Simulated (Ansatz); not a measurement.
SiC under load (space group I-4m2), r2SCAN with spin-orbit coupling, rigid bands in Ansatz (a program for electronic structure). Condition of this run: uniaxial stress zz = -2 GPa (compression positive) (the target of the relaxation). Band gap 1.67 eV, N_c = 1.00e19 cm⁻³ and N_v = 8.36e19 cm⁻³ at 300 K, conductivity masses along z (a = (0.00, 2.18, 2.19) Å; b = (2.18, 0.00, 2.19) Å; c = (2.18, 2.18, 0.00) Å) of 0.241 mₑ (electrons) and 0.717 mₑ (holes). Take k_BT = 0.02585 eV.

Task: What built-in voltage has an abrupt junction with N_A = 1e16 and N_D = 1e18 cm⁻³, all dopants ionised?

Result: V_bi = E_g/e − (k_BT/e) ln(N_c N_v/(N_A N_D)) = 1.67 − 0.02585 × 11.33 = 1.38 V, for the computed gap.

Task: What thermal injection velocity √(2k_BT/πm) limits a ballistic channel along the direction named?

Result: 1.10e7 cm/s for electrons and 6.35e6 cm/s for holes, a ratio of √(m_h/m_e) = 1.72, for dilute carriers.

Task: A film of it is 3 nm thick, with its normal along the direction named. Estimate the confinement energies in an infinite well.

Result: ħ²π²/(2m t²) = 0.376 eV·nm²/(m/mₑ × t²) gives 173 meV for electrons and 58.3 meV for holes, so the gap would widen to about 1.90 eV. Finite barriers and nonparabolic bands lower this, and with several valleys or bands the heaviest mass along the normal sets the lowest level, not this average.

Rigid bands with the computed gap; masses take one relaxation time for all states.
